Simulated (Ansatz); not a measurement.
Defect: O-vacancy pair (O on one host C site, one C site vacant) in 4H silicon carbide, charge state +2. All values below come from PBE, PAW (plane waves to 420 eV; Ansatz, a program for electronic structure).

Cell of 72 host sites held at the relaxed PBE lattice; the Γ point alone; Fermi-Dirac width 0.01 eV, spin-restricted; finite-size errors left in. Energies are static. The charge state is imposed; whether it is stable for some Fermi level was not computed. Forms of the defect that were not tried may lie lower. The start lies 0.37 eV above the lowest site run (PBE). On the k-point mesh the defect's levels are only partly filled at one site or more. The order of the sites in energy changes with the mesh.

Barriers: single points on a 2×2×2 k-point mesh shifted by half a step along c at the bands' geometries (they differ from the bands' own by up to 0.29 eV, and are uncertain by about as much).

The step: one C atom jumps into the vacancy from a nearby C site (O-vacancy distance between ideal sites 3.09 → 5.36 Å). Atoms about the jump, Cartesian Å from the middle of the jump, before and after:

```json
[
 {"atom": "C1", "x0": "-0.77", "y0": "1.33", "z0": "0.01", "x1": "0.77", "y1": "-1.33", "z1": "-0.01"},
 {"atom": "Si2", "x0": "-0.87", "y0": "-0.42", "z0": "0.72", "x1": "-0.77", "y1": "-0.52", "z1": "0.68"},
 {"atom": "Si3", "x0": "2.40", "y0": "-0.42", "z0": "0.72", "x1": "2.33", "y1": "-0.46", "z1": "0.63"},
 {"atom": "Si4", "x0": "-0.77", "y0": "1.29", "z0": "-1.92", "x1": "-0.78", "y1": "1.32", "z1": "-2.02"},
 {"atom": "Si5", "x0": "0.76", "y0": "-1.49", "z0": "-2.02", "x1": "0.77", "y1": "-1.35", "z1": "-1.93"},
 {"atom": "Si6", "x0": "0.76", "y0": "2.24", "z0": "0.63", "x1": "0.80", "y1": "2.23", "z1": "0.67"},
 {"atom": "C7", "x0": "2.30", "y0": "1.33", "z0": "0.01", "x1": "2.30", "y1": "1.32", "z1": "-0.01"},
 {"atom": "C8", "x0": "-0.77", "y0": "-0.50", "z0": "-2.54", "x1": "-0.78", "y1": "-0.48", "z1": "-2.55"},
 {"atom": "Si9", "x0": "2.30", "y0": "1.29", "z0": "-1.92", "x1": "2.31", "y1": "1.32", "z1": "-1.93"},
 {"atom": "C10", "x0": "2.30", "y0": "-0.50", "z0": "-2.54", "x1": "2.31", "y1": "-0.47", "z1": "-2.55"},
 {"atom": "Si11", "x0": "0.76", "y0": "-2.71", "z0": "0.09", "x1": "0.78", "y1": "-3.14", "z1": "0.54"},
 {"atom": "C12", "x0": "0.76", "y0": "2.20", "z0": "-2.53", "x1": "0.77", "y1": "2.22", "z1": "-2.56"},
 {"atom": "C13", "x0": "-0.78", "y0": "-0.46", "z0": "2.57", "x1": "-0.79", "y1": "-0.48", "z1": "2.56"},
 {"atom": "C14", "x0": "-2.33", "y0": "-1.34", "z0": "0.00", "x1": "-2.32", "y1": "-1.33", "z1": "0.00"},
 {"atom": "C15", "x0": "2.30", "y0": "-0.46", "z0": "2.57", "x1": "2.30", "y1": "-0.47", "z1": "2.52"},
 {"atom": "Si16", "x0": "0.76", "y0": "0.46", "z0": "3.19", "x1": "0.76", "y1": "0.42", "z1": "3.17"},
 {"atom": "C17", "x0": "0.76", "y0": "2.23", "z0": "2.53", "x1": "0.76", "y1": "2.21", "z1": "2.53"},
 {"atom": "Si18", "x0": "-2.33", "y0": "-1.37", "z0": "-1.93", "x1": "-2.33", "y1": "-1.35", "z1": "-1.93"},
 {"atom": "O19", "x0": "0.76", "y0": "-3.13", "z0": "2.82", "x1": "0.85", "y1": "-3.10", "z1": "2.40"}
]
```

Problem. Where do these atoms stand at the saddle point, and how high is it?

Solution. 
```csv
atom,x,y,z
C1,0.33,0.15,-0.26
Si2,-0.77,-0.86,0.78
Si3,2.23,-0.24,0.56
Si4,-0.61,1.18,-1.91
Si5,0.76,-1.29,-1.94
Si6,0.80,2.18,0.61
C7,2.48,1.51,-0.01
C8,-0.81,-0.53,-2.63
Si9,2.38,1.36,-1.92
C10,2.33,-0.44,-2.55
Si11,0.62,-2.88,0.33
C12,0.81,2.21,-2.54
C13,-0.83,-0.49,2.60
C14,-2.40,-1.41,-0.01
C15,2.23,-0.47,2.47
Si16,0.72,0.43,3.17
C17,0.74,2.20,2.50
Si18,-2.34,-1.38,-1.94
O19,0.76,-3.18,2.79
```
It lies 4.00 eV above the start and 2.88 eV above the end. The saddle point's order was not checked.
